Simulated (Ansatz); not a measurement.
The parent structure is MgO in the rock salt structure (space group Fm-3m, No. 225).

```xyz
2
Lattice="0.0000 2.1071 2.1071 2.1071 0.0000 2.1071 2.1071 2.1071 0.0000" Properties=species:S:1:pos:R:3 pbc="T T T"
Mg     0.0000     0.0000     0.0000
O      2.1071     2.1071     2.1071
```

All numbers come from PBEsol (Ansatz, a program for electronic structure), without spin-orbit coupling.

Before the change:

```
Property                            Value
----------------------------  -----------
Gap between the host's bands      4.62 eV
Gap character                 direct at Γ
```

It is then changed as follows: 0.0561 electrons added to each cell, a density of 3.0×10^21 cm⁻³, with a uniform compensating background at fixed cell and a 300 K Fermi–Dirac width.

Problem. What does the calculation give for the gap between the host's bands, Fermi level from band edge and gap character after the change?

Solution. The gap between the host's bands falls by 0.06 eV to 4.56 eV; the Fermi level relative to the doped band's edge (positive inside the band; to 0.05 eV) is +1.55 eV; the gap character stays direct at Γ.

Carriers are added with a uniform compensating background; total energy and stress of such cells depend on the potential's zero and are not compared; many-body gap narrowing is missing at this level. No phonon test of stability was made. The base started in Pnma and relaxed to Fm-3m at this level.
